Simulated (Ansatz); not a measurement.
# BeTe (model structure, started from the NiAs type, P6₃/mmc, No. 194, 4 atoms in the cell)

Method: PBEsol (PAW; Ansatz, a quantum-chemistry and plane-wave program).

Run with plane-wave cutoff 500 eV, 12×12×8 k mesh (along the axes of the cell as run), Fermi–Dirac smearing 0.05 eV, scalar-relativistic PAW data made under PBE.

Cell (relaxed at this level):

```
BeTe
1.0
    3.80396     0.00000     0.00000
   -1.90198     3.29433     0.00000
    0.00000     0.00000     5.97021
Be Te
2 2
Direct
  0.00000   0.00000   0.00000
  0.00000   0.00000   0.50000
  0.33333   0.66667   0.25000
  0.66667   0.33333   0.75000
```

| Quantity | Result |
|---|---|
| band gap | zero (no gap) |

Note: the relaxation could raise the start's symmetry but not lower it, so the cell can be a saddle point.

Spin–orbit coupling is not included.

Static lattice: no zero-point or thermal effects.

A model structure was made by putting elements into a prototype or built by hand; it is no filed structure, need not be a known phase, and can be a saddle point held by its symmetry.
